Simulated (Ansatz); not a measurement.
Registries of Bi2Se3 on Bi2Se3; energies are over the lowest registry tried, which need not be among these:

A. antiparallel, no shift; facing Se atop Se
B. parallel, shifted by (2/3,1/3); facing atoms over hollows or bridges
C. parallel, no shift; facing atoms over hollows or bridges
D. antiparallel, shifted by (1/3,2/3); facing atoms over hollows or bridges
E. parallel, shifted by (1/3,2/3); facing Se atop Se

Values marked by level come from PBE+D3(BJ) (plane waves to 420 eV, PAW; Ansatz, a quantum-chemistry and plane-wave program); PBE (plane waves to 420 eV, PAW; Ansatz); r2SCAN (plane waves to 500 eV, PAW; Ansatz). Geometries and values that name no level are of the first. Scalar-relativistic, without spin–orbit coupling; with elements this heavy it can move edges by tenths of an eV. A dipole correction is on.

Task: Order them by energy over the lowest registry, lowest first.

Result: B (0.0 meV/Å²), D (1.2 meV/Å²), C (3.5 meV/Å²), E (10.8 meV/Å²), A (11.2 meV/Å²)
